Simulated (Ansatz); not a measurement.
The reference is SiC in the wurtzite structure (space group P6_3mc, No. 186).

```yaml
crystal:
  lattice:
    - [3.07595, 0.00000, 0.00000]
    - [-1.53798, 2.66385, 0.00000]
    - [0.00000, 0.00000, 5.04778]
  atoms:
    - { symbol: Si, position: [0.33333, 0.66667, 0.99959] }
    - { symbol: Si, position: [0.66667, 0.33333, 0.49959] }
    - { symbol: C, position: [0.33333, 0.66667, 0.37541] }
    - { symbol: C, position: [0.66667, 0.33333, 0.87541] }
```

Cartesian axes are those of the cell as printed.

Calculations: PBEsol/PAW in Ansatz (an electronic-structure program), no spin-orbit coupling.

Now apply this change: the cell is stretched by 1.80 % along z with no lateral relaxation; the atoms relax in the strained cell.

Problem. Predict the stress tensor and what it implies for the stiffness.

Solution. Stress of the strained cell less that of the base (GPa, compression positive):
```
  -0.92    0.00    0.00
   0.00   -0.92    0.00
   0.00    0.00   -9.43
```

Then −Δσ_ii/ε with ε = 0.0180 gives secant stiffness values (nonlinear terms included at this strain): C33 ≈ 524 GPa, C13 ≈ 51 GPa and C23 ≈ 51 GPa.

As a check, the harmonic strain energy −½ V₀ Δσ:ε is 5.5 meV/atom; the computed energy rise is 5.6 meV/atom.

Stability against distortions was not tested.
